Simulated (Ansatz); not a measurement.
Take CdS in the zinc blende structure (space group F-43m, No. 216; a = 5.878 Å) as the base.

It is then changed as follows: the cell is scaled by 0.9750 in all directions, atoms relaxed at fixed cell.

Levels (all Ansatz, a first-principles code, PAW): r2SCAN (500 eV, spin-orbit coupling left out); HSE06 (420 eV, no spin-orbit coupling).

The geometry is relaxed with r2SCAN.

| Property | Value |
|---|---|
| r2SCAN lowest conduction level above the VBM at special points | Γ 1.71 eV; L 3.56 eV; X 3.76 eV |

Problem. Predict the lowest conduction level above the VBM at special points from HSE06.

Solution. The lowest conduction level above the VBM at special points becomes Γ 2.29 eV; L 4.19 eV; X 4.36 eV (r2SCAN: Γ 1.71 eV; L 3.56 eV; X 3.76 eV).

Single points use the geometry relaxed with r2SCAN. The levels and masses belong to the bands next to the band gap. The cells carry an imposed strain or load. Stability against distortions was not tested.
